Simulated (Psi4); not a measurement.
Psi4 1.11, HF/def2-tzvp: Cd(Cl)2 ([Cl][Cd][Cl]), 3 atoms. The geometry is a generated start, not checked to be a minimum at this level.

| Property | Result |
|---|---|
| task | energy |
| method | scf |
| basis | def2-tzvp |
| memory | 3 GB |
| maxiter | 100 |
| keys of the molecule block | symmetry c1 |
| scf_type | df (default) |
| e_convergence | 1e-06 (default) |
| d_convergence | 1e-06 (default) |
| effective core potentials | those of the basis set, past Kr |
| basis functions | 114 |

```xyz
3

Cd     0.5425    -0.4395     0.5113
Cl     1.1111     0.5096    -1.4749
Cl    -1.6536    -0.0702     0.9637
```

Charge 0 and multiplicity 1 are set for this test and not shown to be the ground state.

With the defaults (damping_percentage = 0, guess = auto, which took SAD, scf_initial_accelerator = adiis, soscf = false, soscf_start_convergence = 0.01, diis_max_vecs = 10, diis_start = 1) it converges in 8 SCF iterations. One run each on 2 threads, with these changes:
- diis_start = 4
- diis_max_vecs = 6
- soscf = true, soscf_start_convergence = 0.1
- scf_initial_accelerator = none
- guess = sapgau
- guess = modhuckel
- guess = sadno
- damping_percentage = 60
- damping_percentage = 20

Task: Which of these changes keep the SCF from converging, or lead it to another solution?

Result: No convergence: damping_percentage = 60 (the run ends without SCF convergence in 100 iterations). The rest reach the solution of the defaults.

```csv
setting,SCF iterations,JK calls,end
"soscf = true, soscf_start_convergence = 0.1",5,16,same solution
the defaults,8,9,same solution
scf_initial_accelerator = none,8,9,same solution
diis_max_vecs = 6,8,9,same solution
guess = sadno,8,8,same solution
diis_start = 4,9,10,same solution
guess = modhuckel,10,25,same solution
damping_percentage = 20,14,15,same solution
guess = sapgau,17,17,same solution
damping_percentage = 60,100,101,no convergence
```

An SOSCF iteration holds several JK calls; a Hückel guess adds calls on atoms.
